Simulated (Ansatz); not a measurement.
The starting structures come from a database of crystals and need not be the phases stable at ambient conditions.

 Where the default PAW files enter, the runs use the earlier of Ansatz's two default sets.

Tunnelling through a barrier is set by its complex band structure: the current falls as exp(−2κd) with the smallest κ.

Data:

```
RuP4
1.0
    4.68576     0.00000     0.00000
    0.00000     4.69305     0.00000
    0.00000    -1.17278     7.02448
P Ru
8 2
Cartesian
  0.89409   3.38470   1.76708
  3.79167   0.13556   5.25740
  3.23697   0.72196   1.74516
  1.44879   2.79831   5.27932
  3.04031   1.84159   6.39888
  1.64545   1.67868   0.62560
  0.69743   1.09228   4.13784
  3.98833   2.42798   2.88664
  2.34288  -0.58639   3.51224
  0.00000   0.00000   0.00000
```

Space group of this cell: P2_1/c. The cell is taken as given; by PBEsol its mean pressure is -2.4 GPa.

Transport runs along the normal of the first two printed cell vectors.

The gap is the functional's own. No spin-orbit coupling. Mid-gap values are interpolated on the energy grid.

Give the band gap and the smallest decay constant κ at mid-gap that Ansatz (a first-principles code) with PBEsol yields.

Gap 0.75 eV on a 6×8×4 mesh; κ = 0.160 1/Å, at (0.000, 0.167) of the in-plane reciprocal vectors. At the zone centre, at the nearest computed energy, the slowest state has κ = 0.22 1/Å.
